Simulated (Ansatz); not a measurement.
# Lattice parameter a of TiSi (model structure, started from the WC type, P-6m2, No. 187, 2 atoms in the cell) at several levels of theory

No measured value is used here.

**Question.** Put these levels in order of the lattice parameter a that they give for TiSi (model structure, started from the WC type, P-6m2, No. 187, 2 atoms in the cell), smallest first: PBE (Ansatz, an electronic-structure program), PBE-D3(BJ) (Ansatz), PBEsol (Ansatz).

**Answer.** PBE-D3(BJ) (2.817 Å), PBEsol (2.836 Å), PBE (2.871 Å)

Ansatz's density-functional and Hartree–Fock values are scalar-relativistic unless marked +SOC, with PAW data made under PBE.

A model structure was made by putting elements into a prototype or built by hand; it is no filed structure, need not be a known phase, and can be a saddle point held by its symmetry.
